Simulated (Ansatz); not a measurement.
The starting structures come from a database of crystals and need not be the phases stable at ambient conditions.

 Where the default PAW files enter, the runs use the earlier of Ansatz's two default sets.

Input:

```xyz
4
Lattice="4.6812 0.0000 0.0000 -2.3406 4.0540 0.0000 2.3406 1.3513 7.5753" Properties=species:S:1:pos:R:3 pbc="T T T"
Ba     2.3406     1.3513     2.0892
Ba     2.3406     4.0540     5.4861
P      0.0000     2.7027     3.7877
Cl     0.0000     0.0000     0.0000
```

Space group of this cell: R-3m. The cell is taken as given.

Transport runs along the normal of the first two printed cell vectors, the (001) plane of the conventional cell.

The gap is the functional's own, uncorrected, and κ follows it; spin-orbit coupling is left out. Mid-gap values are interpolated between the computed energies.

Question: State the band gap and the smallest decay constant κ at mid-gap according to r2SCAN in Ansatz (a first-principles code).

Answer: Gap 1.45 eV on a 8×8×8 mesh; κ = 0.265 1/Å, at (0.500, 0.000) of the in-plane reciprocal vectors. At the zone centre, at the nearest computed energy, the slowest state has κ = 0.29 1/Å.
